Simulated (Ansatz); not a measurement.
Levels about the gap of amorphous Si$_{14}$Pb$_{10}$O$_{38}$ (62 atoms in a cell of 1151 Å³, 4.43 g/cm³; zone centre alone, so wide bands show as single levels with stretches between that a denser mesh fills), at the geometry that PBE relaxed, where it gives 0.0 GPa on a denser mesh. Exact exchange is cut at the faces of this small cell, which leaves a finite-size error. The participation number counts the atoms over which a state spreads; weights are charges in smoothed Voronoi cells. The levels come from a single point, so bond lengths are those of that geometry. Method of the levels: HSE06, scalar-relativistic without spin-orbit coupling (Ansatz, a quantum-chemistry and plane-wave program). Sampling: the zone centre alone; Fermi-Dirac width 0.02 eV; no spin polarisation. At PBE the levels at both edges of the gap are localised (band-tail or defect states), and the nearest spread-out levels lie 4.1 eV apart at the zone centre.

It comes from a melt-quench run on a machine-learned potential (CHGNet), relaxed afterwards by DFT. O atoms were pushed apart under 1.9 Å during the dynamics, to hinder bonds among them. The hot cell started wider than the set density and was brought back towards it in steps. It is the lowest in DFT energy of 2 quenches. It is a model cell: composition and starting density were chosen by hand, and all elements were melted together. No dispersion term was used. Its density started from a set value of 5.16 and ended at 4.43 g/cm³. Cooling (nominally 260 K/ps over its main leg) ran many orders faster than in experiment, which tends to leave more defects and strain. Values belong to this one cell and scatter from quench to quench. Volume and shape were free in the relaxation.

```
E - E(highest filled), eV  filling  participation number        largest on  weight O  weight Pb  weight Si
-------------------------  -------  --------------------  ----------------  --------  ---------  ---------
-0.76                       filled                   8.3   O, 3 neighbours      0.78       0.20       0.02
-0.71                       filled                  13.7   O, 4 neighbours      0.72       0.27       0.02
-0.67                       filled                  11.8   O, 4 neighbours      0.71       0.27       0.03
-0.56                       filled                  11.8   O, 3 neighbours      0.72       0.27       0.01
-0.32                       filled                  11.5   O, 4 neighbours      0.69       0.29       0.02
-0.07                       filled                   8.7   O, 4 neighbours      0.66       0.33       0.01
0.00                        filled                   7.7   O, 4 neighbours      0.70       0.29       0.01
3.82                         empty                   3.4  Pb, 3 neighbours      0.34       0.64       0.02
4.31                         empty                  11.2  Pb, 5 neighbours      0.41       0.57       0.02
4.59                         empty                  14.0  Pb, 3 neighbours      0.40       0.58       0.02
4.61                         empty                  17.3  Pb, 5 neighbours      0.43       0.55       0.02
4.69                         empty                   9.6  Pb, 3 neighbours      0.42       0.55       0.02
5.01                         empty                  18.1  Pb, 3 neighbours      0.42       0.55       0.03
5.06                         empty                  18.5  Pb, 3 neighbours      0.42       0.55       0.03
```

Most localised among these is the empty level at +3.82 eV, on a Pb atom, which has 3 neighbours (O 2.26 Å, O 2.37 Å, O 2.47 Å).
